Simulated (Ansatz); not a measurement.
We consider GeSe (Fm-3m, No. 225, 2 atoms in the cell; start mp-10759; a measured phase of this formula has another space group), described by HSE06 (plane waves, PAW; Ansatz, a program for electronic structure).

Settings: plane-wave cutoff 520 eV, 8×8×8 k mesh, scalar-relativistic PAW data made under PBE.

Cell (relaxed at this level):

```yaml
crystal:
  lattice:
    - [0.00000, 2.81001, 2.81001]
    - [2.81001, 0.00000, 2.81001]
    - [2.81001, 2.81001, 0.00000]
  atoms:
    - { symbol: Ge, position: [0.00000, 0.00000, 0.00000] }
    - { symbol: Se, position: [0.50000, 0.50000, 0.50000] }
```

Question: Predict the Voigt–Reuss–Hill bulk modulus, Voigt–Reuss–Hill shear modulus (Hill average), Young modulus and Poisson ratio.

Answer: 
- Voigt–Reuss–Hill bulk modulus: 63.8 GPa
- Voigt–Reuss–Hill shear modulus (Hill average): 49.4 GPa
- Young modulus: 118 GPa
- Poisson ratio: 0.192

Note: the relaxation could not lower the start's symmetry, so the cell can be a saddle point above a distorted one.

Elastic constants are with the ions relaxed.

The computed numbers hold no vibrational or temperature effects.

A start named mp-… is a Materials Project structure, which need not be a measured phase.
